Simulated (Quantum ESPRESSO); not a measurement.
Input and output of a self-consistent single point for Y3Mg (Imm2, 4 atoms in the cell) (Quantum ESPRESSO).

Level of theory: PBEsol, GBRV 1.5 ultrasoft (PBESOL) pseudopotentials (plane waves; Quantum ESPRESSO).

```
Y3Mg
1.0
    1.81139     5.64715     2.96611
   -1.81139     5.64715     2.96611
   -1.81139    -5.64715     2.96611
Y Mg
3 1
Direct
  0.65215   0.50000   0.15215
  0.00639   0.25656   0.74983
  0.00639   0.74344   0.26295
  0.66839   0.00000   0.66839
```

Reference input (self-consistent single point, DFT, PBEsol, plane waves, GBRV 1.5 ultrasoft (PBESOL) pseudopotentials): ecutwfc = 40 Ry; ecutrho = 320 Ry; occupations = smearing; smearing = gauss; degauss = 0.0036749 Ry; potentials = {Y: y_pbesol_v1.4.uspp.F.UPF, Mg: mg_pbesol_v1.4.uspp.F.UPF}; K_POINTS = automatic 6 6 6 0 0 0; conv_thr = 1e-11 Ry. This run's input differs from it in these lines:

```diff
@@ -20,3 +20,3 @@
   smearing = 'gauss'
-  degauss = 0.0036749
+  degauss = 0.02205
 /
```

Log, with long lists cut:

```
     Self-consistent Calculation

     iteration #  1     ecut=    40.00 Ry     beta= 0.70

---- Real-time Memory Report at c_bands before calling an iterative solver
           334 MiB given to the printing process from OS
           129 MiB allocation reported by mallinfo(arena+hblkhd)
------------------

     Threshold (ethr) on eigenvalues was too large:
     Diagonalizing with lowered threshold

---- Real-time Memory Report at c_bands before calling an iterative solver
           401 MiB given to the printing process from OS
           150 MiB allocation reported by mallinfo(arena+hblkhd)
------------------

   [... lines left out ...]

---- Real-time Memory Report at c_bands before calling an iterative solver
           410 MiB given to the printing process from OS
           158 MiB allocation reported by mallinfo(arena+hblkhd)
------------------

     total energy              =    -403.09342456 Ry
     estimated scf accuracy    <          6.4E-11 Ry

     iteration # 16     ecut=    40.00 Ry     beta= 0.70

---- Real-time Memory Report at c_bands before calling an iterative solver
           410 MiB given to the printing process from OS
           158 MiB allocation reported by mallinfo(arena+hblkhd)
------------------
     End of self-consistent calculation

     the Fermi energy is     8.6059 ev

!    total energy              =    -403.09342456 Ry
     estimated scf accuracy    <          6.0E-12 Ry
     smearing contrib. (-TS)   =      -0.01828739 Ry
     internal energy E=F+TS    =    -403.07513718 Ry

     convergence has been achieved in  16 iterations

     Forces acting on atoms (cartesian axes, Ry/au):

     atom    1 type  1   force =    -0.00000000    0.00000000   -0.00352529
     atom    2 type  1   force =     0.00000000    0.00370434    0.00303004
     atom    3 type  1   force =     0.00000000   -0.00370434    0.00303004
     atom    4 type  2   force =     0.00000000    0.00000000   -0.00253479

     Total force =     0.008041     Total SCF correction =     0.000001

          total   stress  (Ry/bohr**3)                   (kbar)     P=      -17.11
  -0.00014250   0.00000000   0.00000000          -20.96        0.00        0.00
  -0.00000000  -0.00012232   0.00000000           -0.00      -17.99        0.00
   0.00000000   0.00000000  -0.00008405            0.00        0.00      -12.36

   JOB DONE.
```

The run converged in 16 iterations. Against the reference run the free energy drops by 28.2 meV/atom, the pressure goes from -1.94 to -1.71 GPa and the largest force goes from 0.094 to 0.123 eV/Å.

The starting cell comes from a database of computed structures (which also holds hypothetical and non-ambient phases and stackings), without a prior relaxation at this level.

Cost on one core of a shared machine: roughly 3 min.
